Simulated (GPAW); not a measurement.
## Pressure against volume in hcp Mg (space group 194) (GPAW, PBE)

```yaml
crystal:
  lattice:
    - [3.15292, 0.00000, 0.00000]
    - [-1.57646, 2.73051, 0.00000]
    - [0.00000, 0.00000, 5.11736]
  atoms:
    - { symbol: Mg, position: [0.66667, 0.33333, 0.75000] }
    - { symbol: Mg, position: [0.33333, 0.66667, 0.25000] }
```

Computed with PBE, GPAW PAW datasets PBE (gpaw-data 1.0.1) (plane waves; GPAW 25.7.0). Settings: mode = pw; ecut = 780 eV; xc = PBE; kpts = 21 21 11; mesh shift (steps) = 0 0 0; occupations.name = fermi-dirac; occupations.width = 0.05 eV; nbands = -8; convergence.forces = 0.001 eV/Å; symmetry.symmorphic = false; symmetry.tolerance = 0.0005; maxiter = 150. The cell above is the first row's. The rows scale it uniformly. In all rows fractional positions and the k mesh are held.

| V (Å^3/atom) | P (GPa) |
|---|---|
| 22.028 | 1.52 |
| 22.507 | 0.65 |
| 22.986 | -0.14 |
| 23.465 | -0.84 |
| 23.943 | -1.48 |
| 24.422 | -2.05 |
| 24.901 | -2.56 |
| 25.380 | -3.02 |
| 25.859 | ? |

Fit P of the 8 rows that show it with a cubic. With u = V - 23.7, the rows have u = -1.6720, -1.1930, -0.7140, -0.2350, 0.2430, 0.7220, 1.2010, 1.6800. Least squares gives P = -1.165 - 1.3278·u + 0.1496·u² - 0.00987·u³. Residuals (row less fit): 0.001, 0.001, -0.003, 0.005, -0.001, -0.001, 0.001, 0.000; standard error 0.003 (degrees of freedom: 4). The fitted pressure is zero at V0 = 22.90, where dP/dV = -1.587, so B0 = -V0·dP/dV = 36.3 GPa.

Estimate the missing P (V = 25.859); what did the run itself give?

u = 2.1590, so P = -1.165 - 1.3278 × 2.1590 + 0.1496 × 2.1590² - 0.00987 × 2.1590³ = -3.434 GPa. The calculation gives -3.44 GPa, 0.006 GPa below the prediction (0.1 % of the range of P in the table). The row lies outside the fitted rows, so this is an extrapolation. From the scatter of the fitted rows alone, a prediction at this place has a standard error of 0.008 GPa, so the miss is 0.8 times that.

Carrying the step between the two nearest rows on in a straight line would have given -3.48, off by 0.04; series whose last step already gives the withheld value aren't shown. The scan was laid around a cell of about the measured size, scaled by a guess for this functional; axis ratios and inner coordinates come from that cell. The runs keep the symmetry of the cell, so they don't test it for distortions. The shape of the cell and the inner coordinates aren't relaxed, so V0 and B0 belong to this uniform scaling; a relaxed crystal lies no higher in energy and is usually softer. Cutoffs and mesh are single choices, not tested for convergence of this quantity. Series with a scatter that would blur these digits, or in which a gap closes, are not shown.
